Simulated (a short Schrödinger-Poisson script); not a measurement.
MOS inversion layer, SiO2 on p-type Si(110)

System: MOS inversion layer, SiO2 on p-type Si(110), at 300 K.

```tsv
layer	material	thickness (nm)	Na (cm⁻³)
1	SiO2	1.6	-
2	Si	260	2.8e18
```

Constants are typed, rounded textbook-type inputs, not results; the design itself was drawn at random and stands for no fabricated device. SiO2: permittivity 3.9, conduction-band edge (eV) 3.15, gap (eV) 9, electron mass (mₑ) 0.5. Si: permittivity 11.7, conduction-band edge (eV) 0, gap (eV) 1.124, Nv at 300 K (cm⁻³) 3.1e19.

Channel valleys (confinement mass, in-plane density-of-states mass, number): Δ4 0.315, 0.324, 4; Δ2 0.19, 0.417, 2. At the gate the conduction-band edge of layer 1 lies 3.29 eV − eVg above the Fermi level of the channel; the field vanishes at the back. Gaps are held at their typed values at every temperature. Mesh 0.03 nm at interfaces.

Solved with a short Schrödinger-Poisson script written for these runs: 1D Poisson equation in equilibrium, electrons quantum, Hartree (BenDaniel-Duke, 12 states a valley, the channel's in-plane mass for all, wave functions ending at the dielectric), parabolic valleys, classical holes, full ionisation, no traps, pinning or gate leakage.

| Vg (V) | electrons (cm⁻²) | C (μF/cm²) | Δ4 E0 (meV) | Δ4 E1 (meV) | Δ2 E0 (meV) | Δ2 E1 (meV) |
|---|---|---|---|---|---|---|
| 0.35 | 1.77e6 | 0.423 | 414.3 | 564.0 | 452.0 | 624.8 |
| 0.4 | 7.26e6 | 0.415 | 377.7 | 530.4 | 416.1 | 592.5 |
| 0.45 | 3.01e7 | 0.408 | 340.8 | 496.4 | 379.9 | 559.8 |
| 0.5 | 1.26e8 | 0.401 | 303.7 | 462.0 | 343.4 | 526.8 |
| 0.55 | 5.34e8 | 0.396 | 266.3 | 427.4 | 306.7 | 493.3 |
| 0.6 | 2.27e9 | 0.396 | 228.8 | 392.5 | 269.8 | 459.7 |
| 0.65 | 9.61e9 | 0.415 | 191.5 | 357.7 | 233.1 | 426.0 |
| 0.7 | 3.86e10 | 0.503 | 155.4 | 324.2 | 197.7 | 393.6 |
| 0.75 | 1.31e11 | 0.724 | 123.7 | 294.8 | 166.6 | 365.1 |
| 0.8 | 3.32e11 | 1.00 | 99.5 | 272.7 | 143.0 | 343.9 |
| 0.85 | 6.35e11 | 1.21 | 82.4 | 257.7 | 126.7 | 329.4 |
| 0.9 | 1.01e12 | 1.35 | 70.1 | 247.3 | 115.1 | 319.6 |
| 0.95 | 1.42e12 | 1.43 | 60.7 | 239.8 | 106.5 | 312.5 |
| 1 | 1.86e12 | 1.49 | 53.3 | 234.2 | 99.9 | 307.3 |
| 1.05 | 2.33e12 | 1.53 | 47.1 | 229.8 | 94.5 | 303.2 |
| 1.1 | 2.80e12 | 1.56 | 41.9 | 226.3 | 90.0 | 300.0 |
| 1.15 | 3.29e12 | 1.59 | 37.3 | 223.4 | 86.1 | 297.4 |
| 1.2 | 3.78e12 | 1.61 | 33.2 | 221.0 | 82.8 | 295.2 |
| 1.25 | 4.29e12 | 1.62 | 29.5 | 218.9 | 79.9 | 293.5 |
| 1.3 | 4.79e12 | 1.64 | 26.1 | 217.1 | 77.2 | 291.9 |

Gate voltages with under 1e6 electrons/cm² are left out.

Subbands count from the Fermi level.
